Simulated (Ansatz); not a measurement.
A self-consistent single point of ReP (Pnma, 24 atoms in the cell) with Ansatz (a first-principles code).

Level of theory: PBEsol, default PAW files made with PBE (plane waves; Ansatz).

The input file:

Ansatz 0.2 input:
```yaml
# ReP
crystal:
  lattice:
    - [20.70627900, 0.00000000, 0.00000000]
    - [0.00000000, 3.70050500, 0.00000000]
    - [0.00000000, 0.00000000, 5.09070100]
  atoms:
    - { symbol: Re, position_ang: [1.24237674, 0.92512625, 0.63633763] }
    - { symbol: Re, position_ang: [8.14446284, 0.92512625, 0.63633763] }
    - { symbol: Re, position_ang: [15.04656964, 0.92512625, 0.63633763] }
    - { symbol: Re, position_ang: [2.20867666, 2.77537875, 3.18168812] }
    - { symbol: Re, position_ang: [9.11076276, 2.77537875, 3.18168812] }
    - { symbol: Re, position_ang: [16.01284886, 2.77537875, 3.18168812] }
    - { symbol: Re, position_ang: [5.65970936, 2.77537875, 4.45436337] }
    - { symbol: Re, position_ang: [12.56181616, 2.77537875, 4.45436337] }
    - { symbol: Re, position_ang: [19.46390226, 2.77537875, 4.45436337] }
    - { symbol: Re, position_ang: [4.69343014, 0.92512625, 1.90901288] }
    - { symbol: Re, position_ang: [11.59551624, 0.92512625, 1.90901288] }
    - { symbol: Re, position_ang: [18.49760234, 0.92512625, 1.90901288] }
    - { symbol: P, position_ang: [0.24847535, 0.92512625, 3.10532761] }
    - { symbol: P, position_ang: [7.15056145, 0.92512625, 3.10532761] }
    - { symbol: P, position_ang: [14.05266825, 0.92512625, 3.10532761] }
    - { symbol: P, position_ang: [3.20257805, 2.77537875, 0.55997711] }
    - { symbol: P, position_ang: [10.10466415, 2.77537875, 0.55997711] }
    - { symbol: P, position_ang: [17.00675025, 2.77537875, 0.55997711] }
    - { symbol: P, position_ang: [6.65361075, 2.77537875, 1.98537339] }
    - { symbol: P, position_ang: [13.55571755, 2.77537875, 1.98537339] }
    - { symbol: P, position_ang: [20.45780365, 2.77537875, 1.98537339] }
    - { symbol: P, position_ang: [3.69952875, 0.92512625, 4.53072389] }
    - { symbol: P, position_ang: [10.60161485, 0.92512625, 4.53072389] }
    - { symbol: P, position_ang: [17.50370095, 0.92512625, 4.53072389] }
basis:
  ecutwfc: 420.0 eV
kpoints:
  mp_grid: { grid: [2, 9, 7] }
hamiltonian:
  xc: pbesol
  pseudopotentials: { kind: paw }
scf:
  occupations: { method: methfessel_paxton, width: 0.1 eV }
output:
  forces: true
  eigenvalues: true
  stress: true
```

Output (repeated stretches shortened):

```
SCF iter   1: F=—  HF=-137698.719590 eV  |F-HF|=—  |Δ(HF+E_count)|=         —  Δρ=7.86e-3  dr2=2.50e-1  ethr=1.77e-3  ⟨swp⟩=6.0  Hψ=22989  notcnv=0
all-band conjugate gradients solve this SCF's bands
preconditioner: auto → Kerker (q_TF=auto, 2.516 Å⁻¹)
SCF iter   2: F=—  HF=-137698.692351 eV  |F-HF|=—  |Δ(HF+E_count)|=   2.72e-2  S|Δr|=    0.00e0  Δρ=3.88e-3  dr2=4.50e-2  ethr=1.04e-4  ⟨swp⟩=1.4  Hψ=6729  notcnv=0
   [... lines left out ...]
SCF iter   5: F=—  HF=-137698.685595 eV  |F-HF|=—  |Δ(HF+E_count)|=   3.22e-4  S|Δr|=    0.00e0  Δρ=4.75e-5  dr2=7.25e-6  ethr=2.60e-8  ⟨swp⟩=2.4  Hψ=8050  notcnv=0
SCF iter   6: F=—  HF=-137698.685595 eV  |F-HF|=—  |Δ(HF+E_count)|=   4.46e-7  S|Δr|=    0.00e0  Δρ=8.42e-6  dr2=3.16e-7  ethr=3.02e-9  ⟨swp⟩=2.1  Hψ=7028  notcnv=0
SCF iter   7: F=-137698.685595 eV  HF=-137698.685595 eV  |F-HF|=6.78e-9  |Δ(HF+E_count)|=   3.52e-8  S|Δr|=    0.00e0  Δρ=2.03e-6  dr2=1.40e-8  ethr=4.17e-11  ⟨swp⟩=9.5  Hψ=22917  notcnv=0
SCF 1 converged in 7 iterations: F = -137698.685595 eV  dr2 = 1.40e-8
Stability not checked (fill_not_monotonic)
Free energy (F): -137698.685595 eV
Internal energy: -137698.680521 eV  (E = F + TS)
E sigma→0 (E₀):  -137698.684327 eV
Entropy (-TS):   -0.005074 eV (-0.211 meV/atom)
Fermi energy:    15.897629 eV
--- Forces (eV/Å), atoms counted from 1 ---
  atom   1  Re     0.01333918     0.00000000     0.14061982
  atom   2  Re     0.01333918    -0.00000000     0.14061982
  atom   3  Re     0.01333918    -0.00000000     0.14061982
  atom   4  Re    -0.01333918     0.00000000     0.14061982
   [... lines left out ...]
  atom  24  P      1.12171200     0.00000000    -2.48864050
--- Stress (GPa, compression-positive) ---
      -37.320987       0.000000      -0.000000
        0.000000     -12.519948      -0.000000
       -0.000000      -0.000000     -41.194151
  P = ⅓ Tr σ = -30.3450 GPa (-303.450 kbar)
  The stress holds the Pulay correction. Without it, at fixed plane waves, as pw.x and ABINIT print it: P = -30.4114 GPa
```

The run converged in 7 iterations. For comparison: a first run was changed to give this one (3 x 1 x 1 supercell, mesh divided and rounded up; kpoints.mp_grid.grid: 5 9 7 → 2 9 7), and from it to this one the free energy falls by 1.0 meV/atom, the pressure hardly changes (-30.31 to -30.35 GPa) and the largest force moves little (2.739 to 2.730 eV/Å).

The starting cell was generated: these elements placed on a structure prototype, without a prior relaxation; it need not be a known phase or ordering of this composition. Its lattice was rescaled by a random factor within 2.5 % of one. Spin polarisation is off. With a pressure of about -30 GPa the cell is away from its equilibrium volume at this level. Forces in this geometry exceed 1 eV/Å. Ansatz's pressure includes its estimate of the finite-basis (Pulay) stress.

Cost on one core of a shared machine: roughly 3 min.
